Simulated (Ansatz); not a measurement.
Consider this model of amorphous Zr$_{20}$O$_{41}$Be.

```xyz
62
Lattice="9.7095 0.1418 0.1648 0.1418 8.8820 -0.0686 0.1648 -0.0686 9.1532" Properties=species:S:1:pos:R:3 pbc="T T T"
Zr     8.6803     4.5445     0.5306
Zr     9.1351     8.0895     3.2669
Zr     3.4631     6.6138     3.7000
Zr     1.4916     7.0262     6.3146
Zr     1.8300     7.2796     0.6301
Zr     6.2246     1.5057     8.6255
Zr     0.9511     4.9151     3.0890
Zr     5.1565     4.8947     7.2624
Zr     1.0595     1.3706     4.8257
Zr     4.0682     0.6519     2.0666
Zr     7.5698     2.4261     2.7673
Zr     9.3469     1.3509     7.9250
Zr     6.7998     5.6921     4.1951
Zr     4.9780     8.0666     6.0782
Zr     5.8739     6.8389     0.9533
Zr     4.6904     3.9520     1.7828
Zr     0.9373     1.5075     1.5936
Zr     2.9985     2.0502     7.9878
Zr     7.9867     7.1499     7.2309
Zr     8.8294     4.0514     5.9670
O      8.9133     5.9742     3.9362
O      5.3972     2.2566     2.7036
O      0.7799     3.4350     4.6204
O      2.6567     6.7470     7.9365
O      7.9035     1.9333     0.5893
O      2.3817     1.4214     3.1084
O      1.6410     1.1207     6.7628
O      7.1523     5.3243     6.3053
O      3.7531     7.3857     1.6327
O      7.4168     3.7091     4.3620
O      8.9475     3.6125     7.9156
O      5.1972     5.6666     2.8669
O      8.9835     1.9475     6.0537
O      2.0293     5.6796     4.8207
O      7.3093     0.5716     3.4769
O      9.8471     8.1795     7.8271
O      0.2017     8.5383     1.2148
O      6.9294     4.2463     1.6695
O      0.3615     8.2876     4.8840
O      0.5372     5.6019     0.8796
O      6.8911     7.6723     5.2110
O      6.1935     3.2320     7.6889
O      7.4205     0.3342     7.5567
O      5.7528     8.8732     0.7859
O      1.1361     2.3588     8.9560
O      7.8020     6.2552     9.0870
O      1.5129     6.9990     2.7688
O      4.1649     2.3486     0.5018
O      9.4574     1.3846     3.3903
O      9.5003     3.5364     2.2020
O      5.7309     7.0494     7.7081
O      4.9056     8.4581     3.7355
O      4.8088     5.9630     5.3652
O      3.4960     3.7270     7.1499
O      2.8958     4.5417     2.4908
O      4.5859     0.8461     7.3000
O      7.1399     7.1951     2.6494
O      2.4725     0.4528     0.6013
O      3.0776     8.0177     5.3180
O      9.5755     5.9069     6.6695
O      4.8102     5.2229     0.1638
Be     6.4783     8.3420     3.6952
```

The numbers are results of PBE, scalar-relativistic without spin-orbit coupling (plane waves to 420 eV, PAW; Ansatz, an electronic-structure program), not measurements.

A CHGNet melt-quench gave the starting glass, which DFT then relaxed. O atoms were pushed apart under 1.9 Å during the dynamics, to hinder bonds among them. The hot cell started wider than the set density and was brought back towards it in steps. It is the lowest in DFT energy of 2 quenches. It is a model cell: composition and starting density were chosen by hand, and all elements were melted together. No dispersion term was used. Its density started from a set value of 5.24 and ended at 5.24 g/cm³. Cooling (nominally 450 K/ps over its main leg) ran many orders faster than in experiment, which tends to leave more defects and strain. A cell of this size samples the disorder only roughly. The volume was held where the preparation left it and the shape relaxed, at a PBE pressure of 2.3 GPa. Stress components on the final sampling reach 2.3 GPa.

Neighbours within Zr-Zr 3.41 Å, Zr-O 2.58 Å, Zr-Be 2.76 Å, O-O 1.58 Å, O-Be 1.94 Å, Be-Be 2.11 Å count as bonded. Two cations that share two anions don't count as bonded, nor two that share one unless they lie closer than Zr-Zr 3.32 Å, Zr-Be 2.69 Å, Be-Be 2.05 Å.

Question: Give the coordination numbers, mean bond lengths and angles.

Answer: 
| Item | Value |
|---|---|
| Mean coordination of Zr by anions | 6.45 (1 with 5, 10 with 6, 8 with 7, 1 with 8) |
| Mean coordination of O | 3.24 (3 with 2, 25 with 3, 13 with 4) |
| Mean coordination of Be by anions | 4.00 (1 with 4) |
| Mean Zr-O bond | 2.155 Å (spread 0.105 Å, 129 counted) |
| Mean O-Be bond | 1.619 Å (spread 0.083 Å, 4 counted) |
| Bond angle at Zr | mean 102.1°, spread 29.4° |
| Bond angle at O | mean 112.3°, spread 17.8° |
| Bond angle at Be | mean 109.0°, spread 10.0° |

Question: List the pairs of like atoms that count as bonded by the rules above.

Answer: There are none by these rules.
